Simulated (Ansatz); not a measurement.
Electronic density of states of amorphous Ag₁₀Ge₁₄Se₃₂, density 5.40 g/cm³, on a 2×2×2 Γ-centred mesh with a Gaussian width of 0.1 eV; energies count from the Fermi level, whose place inside the gap is arbitrary. Cell and mesh are small, so fine structure isn't converged. The numbers are results of PBE-D3(BJ), scalar-relativistic without spin-orbit coupling, PAW (Ansatz default set, large-core Se) (plane waves to 420 eV; Ansatz, a quantum-chemistry and plane-wave program), not measurements. Sampling: a 2×2×2 Γ-centred mesh; Fermi-Dirac width 0.05 eV; no spin polarisation.

It comes from a melt-quench run on a machine-learned potential (CHGNet), relaxed afterwards by DFT. The hot cell started wider than the set density and was brought back towards it in steps. It is the lowest in DFT energy of 4 quenches. It is a model cell: composition and starting density were chosen by hand, and all elements were melted together. The geometry includes D3(BJ) dispersion. Its density started from a set value of 4.94 and ended at 5.40 g/cm³. Cooling (nominally 17 K/ps over its main leg) ran many orders faster than in experiment, which tends to leave more defects and strain. A cell of this size samples the disorder only roughly. The volume was free in the relaxation, at fixed shape.

```
E - EF (eV)  states/(eV atom)
-----------  ----------------
-12.00                   0.18
-11.90                   0.18
-11.80                   0.04
-11.70                   0.00
-11.60                   0.00
-11.50                   0.00
-11.40                   0.00
-11.30                   0.00
-11.20                   0.00
-11.10                   0.00
-11.00                   0.00
-10.90                   0.00
-10.80                   0.00
-10.70                   0.00
-10.60                   0.00
-10.50                   0.00
-10.40                   0.00
-10.30                   0.00
-10.20                   0.00
-10.10                   0.00
-10.00                   0.00
-9.90                    0.00
-9.80                    0.00
-9.70                    0.00
-9.60                    0.00
-9.50                    0.00
-9.40                    0.00
-9.30                    0.00
-9.20                    0.05
-9.10                    0.20
-9.00                    0.28
-8.90                    0.29
-8.80                    0.35
-8.70                    0.40
-8.60                    0.36
-8.50                    0.31
-8.40                    0.29
-8.30                    0.28
-8.20                    0.19
-8.10                    0.14
-8.00                    0.26
-7.90                    0.38
-7.80                    0.38
-7.70                    0.29
-7.60                    0.15
-7.50                    0.05
-7.40                    0.09
-7.30                    0.17
-7.20                    0.08
-7.10                    0.01
-7.00                    0.00
-6.90                    0.00
-6.80                    0.00
-6.70                    0.00
-6.60                    0.00
-6.50                    0.00
-6.40                    0.00
-6.30                    0.00
-6.20                    0.00
-6.10                    0.00
-6.00                    0.03
-5.90                    0.12
-5.80                    0.20
-5.70                    0.33
-5.60                    0.50
-5.50                    0.61
-5.40                    0.71
-5.30                    0.74
-5.20                    0.72
-5.10                    0.77
-5.00                    0.82
-4.90                    0.86
-4.80                    0.91
-4.70                    1.06
-4.60                    1.15
-4.50                    1.24
-4.40                    1.42
-4.30                    1.47
-4.20                    1.42
-4.10                    1.49
-4.00                    1.51
-3.90                    1.51
-3.80                    1.45
-3.70                    1.48
-3.60                    1.52
-3.50                    1.38
-3.40                    1.27
-3.30                    1.09
-3.20                    0.95
-3.10                    0.91
-3.00                    0.81
-2.90                    0.72
-2.80                    0.71
-2.70                    0.76
-2.60                    0.79
-2.50                    0.76
-2.40                    0.73
-2.30                    0.65
-2.20                    0.62
-2.10                    0.69
-2.00                    0.69
-1.90                    0.68
-1.80                    0.73
-1.70                    0.76
-1.60                    0.71
-1.50                    0.71
-1.40                    0.72
-1.30                    0.59
-1.20                    0.57
-1.10                    0.59
-1.00                    0.62
-0.90                    0.59
-0.80                    0.55
-0.70                    0.52
-0.60                    0.49
-0.50                    0.46
-0.40                    0.38
-0.30                    0.21
-0.20                    0.05
-0.10                    0.00
0.00                     0.00
0.10                     0.00
0.20                     0.06
0.30                     0.17
0.40                     0.13
0.50                     0.15
0.60                     0.27
0.70                     0.36
0.80                     0.39
0.90                     0.39
1.00                     0.45
1.10                     0.48
1.20                     0.41
1.30                     0.36
1.40                     0.31
1.50                     0.25
1.60                     0.28
1.70                     0.34
1.80                     0.39
1.90                     0.43
2.00                     0.45
2.10                     0.52
2.20                     0.53
2.30                     0.55
2.40                     0.56
2.50                     0.53
2.60                     0.54
2.70                     0.52
2.80                     0.52
2.90                     0.58
3.00                     0.57
3.10                     0.56
3.20                     0.59
3.30                     0.56
3.40                     0.56
3.50                     0.60
3.60                     0.59
```

The gap on this mesh is 0.54 eV; the broadening fills part of it in the curve.
